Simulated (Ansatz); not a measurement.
**Response to strain in Rh**

Consider Rh in the fcc (Cu type) structure (space group Fm-3m, No. 225; a = 3.7816 Å; relaxed with 0.1 eV smearing). Axes: x, y, z lie along the cube axes.

Strains are applied to the cell and any free atomic positions relax.

All numbers come from PBEsol in Ansatz (plane waves to 420 eV, PAW, spin-orbit coupling left out).

Notes on the quantities. energy relative to the base: free energy F.

| uniaxial strain ε_zz (%) | energy relative to the base (meV/atom) |
|---|---|
| -3 | 18.8 |
| -2.5 | 12.9 |
| -2 | 8.2 |
| -1.5 | ? |
| -1 | 2.0 |
| -0.5 | 0.5 |
| 0 | 0.0 |

**Question.** Fit ΔE = Aε² + Bε³ (ε in %) to the rows shown and predict the withheld row.

**Answer.** Least squares on the printed values gives A = 1.96 and B = -0.042 meV/atom (largest residual 0.0 meV/atom); this predicts 4.6 meV/atom, and the run gives 4.6 meV/atom, in agreement.

Whether these cells are dynamically stable was not tested. All final runs are without spin polarisation.

Ansatz is a first-principles code.
